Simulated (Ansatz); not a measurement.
Take GaAs in the zinc blende structure (space group F-43m, No. 216; a = 5.6594 Å) as the base.

Modification: the cell is scaled by 0.9535 in all directions; the atoms relax in the strained cell.

Level of theory: PBEsol (Ansatz, a quantum-chemistry and plane-wave program, PAW, no SOC), earlier PAW set.

Base, band edges from the VBM (valence, conduction): X -2.68, 1.36; W -3.36, 4.58; L -1.14, 0.92; Γ 0.00, 0.42; K -2.26, 1.88; U -2.26, 1.88 eV.

Give the band edges at the high-symmetry points of the new zone, measured from its valence-band maximum.


| point | valence edge (eV) | conduction edge (eV) |
|---|---|---|
| Γ | 0.00 | 1.53 |
| X | -3.23 | 1.06 |
| U | -2.73 | 1.74 |
| K | -2.73 | 1.74 |
| L | -1.38 | 1.34 |
| W | -4.10 | 4.69 |

The gap is 1.05 eV, indirect, Γ → X.

No phonon test of stability was made.
